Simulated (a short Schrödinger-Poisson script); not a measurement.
Structure: MOS inversion layer, Al2O3 on p-type Si(100), at 400 K.

From the gate side: 2 nm Al2O3; 270 nm Si, acceptors 2.5e18 cm⁻³.

The device is made up for the run: typed textbook-type constants, with dimensions and the other settings drawn at random. Al2O3: permittivity 9, conduction-band edge (eV) 2.7, gap (eV) 6.8, electron mass (mₑ) 0.3. Si: permittivity 11.7, conduction-band edge (eV) 0, gap (eV) 1.124, Nv at 300 K (cm⁻³) 3.1e19.

Channel valleys (confinement mass, in-plane density-of-states mass, number): Δ2 0.916, 0.19, 2; Δ4 0.19, 0.417, 4. At the gate the conduction-band edge of layer 1 lies 3.28 eV − eVg above the Fermi level of the channel; the field vanishes at the back. Gaps are held at their typed values at every temperature. Mesh 0.03 nm at interfaces.

From a short Schrödinger-Poisson script (our own, NumPy): 1D Poisson equation in equilibrium, electrons quantum, Hartree (BenDaniel-Duke, 12 states a valley, the channel's in-plane mass for all, wave functions free to enter the dielectric), parabolic valleys, classical holes, full ionisation, no traps, pinning or gate leakage.

| Vg (V) | electrons (cm⁻²) | C (μF/cm²) | Δ2 E0 (meV from the Fermi level) | Δ4 E0 (meV from the Fermi level) |
|---|---|---|---|---|
| 0.65 | 2.25e9 | 0.447 | 283.0 | 360.9 |
| 0.7 | 7.46e9 | 0.454 | 241.2 | 320.5 |
| 0.75 | 2.45e10 | 0.499 | 199.7 | 280.4 |
| 0.8 | 7.70e10 | 0.645 | 159.7 | 241.6 |
| 0.85 | 2.17e11 | 0.966 | 123.4 | 206.7 |
| 0.9 | 5.02e11 | 1.40 | 93.4 | 178.3 |
| 0.95 | 9.44e11 | 1.79 | 70.4 | 156.9 |
| 1 | 1.51e12 | 2.08 | 52.8 | 141.0 |
| 1.05 | 2.16e12 | 2.27 | 38.8 | 128.7 |
| 1.1 | 2.87e12 | 2.41 | 27.2 | 118.9 |
| 1.15 | 3.62e12 | 2.51 | 17.3 | 110.8 |
| 1.2 | 4.41e12 | 2.59 | 8.6 | 103.9 |
| 1.25 | 5.22e12 | 2.65 | 0.8 | 97.8 |
| 1.3 | 6.04e12 | 2.70 | -6.3 | 92.5 |
| 1.35 | 6.89e12 | 2.74 | -12.9 | 87.6 |
| 1.4 | 7.74e12 | 2.78 | -19.1 | 83.1 |
| 1.45 | 8.61e12 | 2.81 | -24.9 | 79.0 |
| 1.5 | 9.49e12 | 2.84 | -30.4 | 75.2 |

Gate voltages with under 1e9 electrons/cm² are left out.

Task: At Vg = 1.5 V the lowest Δ2 subband lies at -30.4 meV from the Fermi level. How many electrons does it hold, and what share of all?

Result: The two-dimensional density of states is g m/(πħ²) = 1.59e11 cm⁻² meV⁻¹ (both spins), kT = 34.5 meV, so n = D kT ln(1 + exp(−E/kT)) = 6.72e12 cm⁻², 0.71 of the 9.49e12 cm⁻² in all.

Task: Compare the slope of the sheet density between 1.4 and 1.5 V with the geometric capacitance of the layers between gate and channel.

Result: q Δn/ΔV = 2.80 μF/cm²; ε0/Σ(t/ε) = 3.98 μF/cm². The ratio is 0.70: the channel acts as a further capacitance in series.
